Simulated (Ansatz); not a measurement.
Start from Mg2Sn (space group Fm-3m, No. 225; relaxed with 0.1 eV smearing).

```yaml
crystal:
  lattice:
    - [0.00000, 3.37356, 3.37356]
    - [3.37356, 0.00000, 3.37356]
    - [3.37356, 3.37356, 0.00000]
  atoms:
    - { symbol: Mg, position: [0.25000, 0.25000, 0.25000] }
    - { symbol: Mg, position: [0.75000, 0.75000, 0.75000] }
    - { symbol: Sn, position: [0.00000, 0.00000, 0.00000] }
```

Cartesian axes are those of the cell as printed.

The values are results of PBEsol (Ansatz, a quantum-chemistry and plane-wave program), no spin-orbit coupling, not measurements.

Strains are applied to the cell and any free atomic positions relax; under biaxial strain the out-of-plane vector relaxes too.

One change was made to it. Results:

The volume per atom increases by 0.628 Å³ (25.60 Å³ → 26.22 Å³); the pressure (mean of the normal stresses, compression positive) goes from zero to -1.0 GPa; the energy increases by 4.1 meV/atom.

Problem. Name the change that was made.
A. biaxial strain −1.67 %, plane normal [111], relaxed out of plane
B. biaxial strain +1.67 %, plane normal [111], relaxed out of plane
C. biaxial strain +2.08 %, plane normal [111], relaxed out of plane
D. biaxial strain −1.25 %, plane normal [111], relaxed out of plane
E. biaxial strain +2.50 %, plane normal [111], relaxed out of plane

Solution. B, biaxial strain +1.67 %, plane normal [111], relaxed out of plane. For comparison, the volume per atom in the other runs: biaxial strain +2.50 %, plane normal [111], relaxed out of plane gives 26.54 Å³; biaxial strain −1.67 %, plane normal [111], relaxed out of plane gives 24.97 Å³; biaxial strain +2.08 %, plane normal [111], relaxed out of plane gives 26.38 Å³; biaxial strain −1.25 %, plane normal [111], relaxed out of plane gives 25.13 Å³.

Stability against distortions was not tested.
